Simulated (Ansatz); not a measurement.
**Hexagonal WC**

Method: rVV10 (Ansatz, a quantum-chemistry and plane-wave program, PAW).

Numerical settings: plane-wave cutoff 500 eV, 18×18×14 k mesh (along the axes of the cell as run), Fermi–Dirac smearing 0.05 eV, no spin polarisation, scalar-relativistic PAW data made under PBE.

Cell: relaxed at this level.

| Property | Value |
|---|---|
| volume per atom | 10.74 Å³/atom |
| lattice parameter a | 2.941 Å |
| c axis length | 2.866 Å |

Measured, for comparison: lattice constant a 2.906 Å, lattice parameter c 2.837 Å (300 K, not corrected to a static lattice; as tabulated in Wikipedia's data pages). Computed (rounded) less measured: lattice constant a +1.2 %, lattice parameter c +1.0 %.

Spin–orbit coupling is not included.
